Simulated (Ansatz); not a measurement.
Start from PbS in the zinc blende structure (space group F-43m, No. 216; a = 6.5430 Å; a hypothetical phase, not in the database extracts checked). Axes: x, y, z lie along the cube axes.

Modification: uniaxial stress, 3 GPa tension along x, with the cell and atoms free to relax against it.

Levels (all Ansatz, a quantum-chemistry and plane-wave program, PAW): PBEsol (420 eV, spin-orbit coupling left out); r2SCAN (500 eV, scalar-relativistic without spin-orbit coupling).

The geometry is relaxed with PBEsol.

```
Item                    Result
--------------------  --------
PBEsol band gap           zero
PBEsol gap character    absent
PBEsol pressure       -1.0 GPa
```

With r2SCAN at the same geometry, the electron mass amounts to 1.3 mₑ along k, 0.40 mₑ across (at X); the band gap becomes 0.19 eV (PBEsol: zero); the gap character goes from absent to indirect, G–M (56 % along) → X; the pressure increases by 1.1 GPa (-1.0 GPa → 0.1 GPa).

Single points use the geometry relaxed with PBEsol. Their cutoffs differ, which shifts pressures a little. The mesh was chosen for an insulator and is coarse for the gapless case. Spin-orbit coupling, missing from the scalar runs, can matter with Pb. Load acts through the strain it causes; cell and atoms are relaxed under it. Masses are band curvatures over ±0.01 Å⁻¹ around the edge. Along k means along the line from Γ to the band edge. Beyond what the load breaks, stability against distortions was not tested. All final runs are without spin polarisation. Under uniaxial stress, 3 GPa tension along x the cell changed shape so far that it is another structure. A zero or small gap of PbS under uniaxial stress, 3 GPa tension along x can be the functional's error rather than a property of the material. Labels are those of the standard path for the cell's own space group.
